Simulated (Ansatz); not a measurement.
NiTe2 (P-3m1, No. 164, 3 atoms in the cell; start mp-2578), treated with LDA in Ansatz (PAW).

The input as run:

Ansatz 0.2 input:
```yaml
crystal:
  lattice:
    - [3.7762713228, 0.0, 0.0]
    - [-1.8881356614, 3.2703468972, 0.0]
    - [0.0, 0.0, 5.0616149604]
  atoms:
    - { symbol: Ni, position: [0.0, 0.0, 0.0] }
    - { symbol: Te, position: [0.3333333333, 0.6666666667, 0.2517890267] }
    - { symbol: Te, position: [0.6666666667, 0.3333333333, 0.7482109733] }
basis:
  ecutwfc: 520
  ecutrho_ratio: 4
  xc_grid: 2
kpoints:
  mp_grid: { grid: [18, 18, 10] }
hamiltonian:
  xc: lda
  dispersion: none
  pseudopotentials: { azcp: { folder: ./paw }, kind: paw }
scf:
  occupations: { method: fermi_dirac, width: 0.05 }
output:
  forces: true
  stress: true
  eigenvalues: true
relax:
  f_tol: 0.004
  escape_saddle: false
  max_steps: 80
  cell: { stress_tol: 0.02, fix: [volume] }
```

Output (set-up and result lines):

```
Relaxation: its limit of steps is 80 (relax.max_steps)
Crystal: 3 atoms, lattice volume = 62.510 Å³
Basis set: ecut = 520 eV, 1657 PW (Γ), exchange–correlation on 60×60×80 points (8 copies of the dense FFT grid, shifted against one another)
Bands: 30, of which v1, the nominal top of the filled ones, is band 25 counted from 1 (24 counted from 0)
Symmetry: 12 space group operations
Space group: P-3m1 (ITA 164), of the structure as read, at distance tolerance 4.0e-5 Å
k-points: 330 of 3240
Initial density: superposition of atomic densities (chi_scale 0.1, normalization cell, long waves kept (reshape's long-wave potential 0.01 eV rms))
Functional: x = slater, c = lda
SCF iter   1: F=—  HF=-19432.606369 eV  |F-HF|=—  |Δ(HF+E_count)|=         —  Δρ=1.90e-1  dr2=2.41e1
SCF iter   2: F=—  HF=-19432.070734 eV  |F-HF|=—  |Δ(HF+E_count)|=   5.36e-1  Δρ=2.72e-1  dr2=2.48e1
  ...
SCF 1 converged in 13 iterations: F = -19428.747895 eV  dr2 = 6.92e-8
Crystal: 3 atoms, lattice volume = 62.510 Å³
Initial density: handed on by an earlier stage of this run
SCF 2 converged in 6 iterations: F = -19428.748031 eV  dr2 = 2.93e-7
Crystal: 3 atoms, lattice volume = 62.510 Å³
SCF 3 converged in 6 iterations: F = -19428.750222 eV  dr2 = 9.01e-8
Crystal: 3 atoms, lattice volume = 62.510 Å³
SCF 4 converged in 6 iterations: F = -19428.750224 eV  dr2 = 3.71e-11
Crystal: 3 atoms, lattice volume = 62.510 Å³
SCF iter   7: F=-19428.750224 eV  HF=-19428.750224 eV  |F-HF|=0.00e0  |Δ(HF+E_count)|=  7.28e-12  Δρ=1.16e-8  dr2=6.83e-14
SCF iter   8: F=-19428.750224 eV  HF=-19428.750224 eV  |F-HF|=3.64e-12  |Δ(HF+E_count)|=  3.64e-12  Δρ=2.33e-9  dr2=3.36e-15
SCF 5 converged in 8 iterations: F = -19428.750224 eV  dr2 = 3.36e-15
SCF converged after 8 iterations
Free energy (F): -19428.750224 eV
Internal energy: -19428.737989 eV  (E = F + TS)
E sigma→0 (E₀):  -19428.744106 eV
Fermi energy:    13.575978 eV
--- Forces (eV/Å), atoms counted from 1 ---
  atom   1  Ni    -0.00000000     0.00000000     0.00000000
  atom   2  Te     0.00000000     0.00000000     0.00011013
  atom   3  Te     0.00000000    -0.00000000    -0.00011013
--- Stress (GPa, compression-positive) ---
        1.526616      -0.000000      -0.000000
       -0.000000       1.526616      -0.000000
       -0.000000      -0.000000       1.521243
  P = ⅓ Tr σ = 1.5248 GPa (15.248 kbar)
```

The cell is one volume of an energy–volume scan, off the minimum.

The PAW data were made under PBE.

Note: the relaxation could not lower the start's symmetry, so the cell can be a saddle point above a distorted one.

Computing time: roughly 3 core-minutes.

A start named mp-… is a Materials Project structure, which need not be a measured phase.

Ansatz is a first-principles code.
